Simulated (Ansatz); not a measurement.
## Habitual settings against a tight run: NbAs (I4_1md, 4 atoms in the cell)

Self-consistent single point.

```
NbAs
1.0
   -1.75372     1.75372     5.97471
    1.75372    -1.75372     5.97471
    1.75372     1.75372    -5.97471
Nb As
2 2
Direct
  0.74972   0.74972   0.00000
  0.49972   0.99972   0.50000
  0.16728   0.16728   0.00000
  0.91728   0.41728   0.50000
```

Method of the run: PBEsol, harder PAW files (source: ansatz) made with PBE (plane waves; Ansatz, a program for electronic structure).

Base settings: basis.ecutwfc = 710 eV; kpoints.mp_grid.grid = 13 13 13; hamiltonian.xc = pbesol; hamiltonian.pseudopotentials = {kind: paw, source: ansatz}; scf.occupations.method = cold; scf.occupations.width = 0.2 eV.

Tight run (finer mesh or higher cutoff; not a proven limit): basis.ecutwfc: 710 eV → 990 eV; kpoints.mp_grid.grid: 13 13 13 → 18 18 18; scf.convergence.dr2_threshold: default (1e-07 eV) → 1e-09 eV. It gave Fermi level (on the code's own zero) 15.07 eV; pressure -10.54 GPa; largest force (vector length) 0.019 eV/Å.

Quick runs, as changes from the base:
- A: basis.ecutwfc: 710 eV → 425 eV; kpoints.mp_grid.grid: 13 13 13 → 1 1 1; hamiltonian.xc: pbesol → lda; scf.occupations.method: cold → fermi_dirac; scf.occupations.width: 0.2 eV → 0.5 eV; kpoints.mp_grid.shift: default → 0.5 0.5 0.5 [LDA (PW92)]
- B: basis.ecutwfc: 710 eV → 355 eV; kpoints.mp_grid.grid: 13 13 13 → 2 2 2; scf.occupations.width: 0.2 eV → 0.5 eV
- C: basis.ecutwfc: 710 eV → 425 eV; kpoints.mp_grid.grid: 13 13 13 → 3 3 3
- D: basis.ecutwfc: 710 eV → 565 eV; kpoints.mp_grid.grid: 13 13 13 → 2 2 2; scf.convergence.dr2_threshold: default (1e-07 eV) → 0.0001 eV
- E: basis.ecutwfc: 710 eV → 355 eV; kpoints.mp_grid.grid: 13 13 13 → 8 8 8; scf.occupations.width: 0.2 eV → 0.5 eV; kpoints.mp_grid.shift: default → 0.5 0.5 0.5; scf.convergence.dr2_threshold: default (1e-07 eV) → 0.0001 eV

Energies are extrapolated to zero smearing width, which holds to low order in the width alone.

Dashes: energy of A, another energy zero.

† marks runs with another functional, U, potentials or spin treatment: their distance from the tight run is not a convergence error alone.

The count of work is k-points × plane waves × bands × iterations; it is no time. 

Pressures in the table are Ansatz's without its Pulay estimate, at a fixed set of plane waves; the tight run's value above holds the estimate.

The starting cell comes from a database of computed structures (which also holds hypothetical and non-ambient phases and stackings), without a prior relaxation at this level. Its lattice was rescaled by a random factor within 2.5 % of one. Spin polarisation is off. In the base run, with a pressure of about -11 GPa the cell is away from its equilibrium volume at this level.

```
run  energy less tight (meV/atom)  pressure less tight (GPa)  largest miss in a force vector (eV/Å)  count of work / tight
---  ----------------------------  -------------------------  -------------------------------------  ---------------------
A†                              –                      -0.61                                  2.197                0.00059
B                           810.5                     -28.17                                  0.213                 0.0016
C                           149.3                      -5.45                                  0.002                 0.0031
D                           227.7                       2.54                                  0.189                 0.0024
E                           590.5                     -30.46                                  0.025                  0.017
```

Among the runs at the tight run's level, the energy misses run from 149.3 to 810.5 meV/atom.

Keys are those of Ansatz 0.2.
